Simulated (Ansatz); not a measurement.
Gap of an H-capped Ge nanowire along [111], 26 atoms a period besides the caps at several levels, all on one geometry.

Levels: PBE (plane waves to 420 eV, PAW; Ansatz, a first-principles code); PBE with spin-orbit coupling in Ansatz; r2SCAN (plane waves to 500 eV, PAW; Ansatz). Unmarked values and the geometry are of the first. Mesh 1×1×4. No spin polarisation. It repeats along c; a and b span vacuum. An idealised model, cut from the bulk lattice. Symmetry and one short period hold its shape; lower forms weren't sought. Values not marked SOC lack spin–orbit coupling.

```csv
level,gap (eV)
PBE,2.43
PBE+SOC,2.42
r2SCAN,…
```

Some entries are withheld; supply them.


- r2SCAN, gap (eV): 2.77
